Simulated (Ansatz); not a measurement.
# ZnO (P4₂/mnm, No. 136, 8 atoms in the cell; start mp-1093993; a measured phase of this formula has another space group)

The numbers are results of r²SCAN+rVV10 in Ansatz (PAW), not measurements.

Numerical settings: plane-wave cutoff 560 eV, 6×6×10 k mesh (along the axes of the cell as run), Fermi–Dirac smearing 0.01 eV, scalar-relativistic PAW data made under PBE.

Cell (relaxed at this level):

ZnO is taken in the tetragonal space group P4₂/mnm (No. 136), Pearson symbol tP8. Conventional cell: a = 5.4868 Å, b = 5.4868 Å, c = 3.2484 Å, α = 90.00°, β = 90.00°, γ = 90.00°. Zn on 4g sees 4 O at 1.932–2.003 Å. O on 4f sees 4 Zn at 1.932–2.003 Å. (Neighbours: up to the widest gap in distance over summed covalent radii, below 1.35, at either atom; cation-cation and far metal-metal contacts left out.)

For ZnO (P4₂/mnm, No. 136, 8 atoms in the cell; start mp-1093993; a measured phase of this formula has another space group), the band gap is 1.16 eV (on the SCF k mesh).

Note: the relaxation could not lower the start's symmetry, so the cell can be a saddle point above a distorted one.

Computed values are for the static lattice.

A start named mp-… is a Materials Project structure, which need not be a measured phase.

Ansatz is a first-principles code.
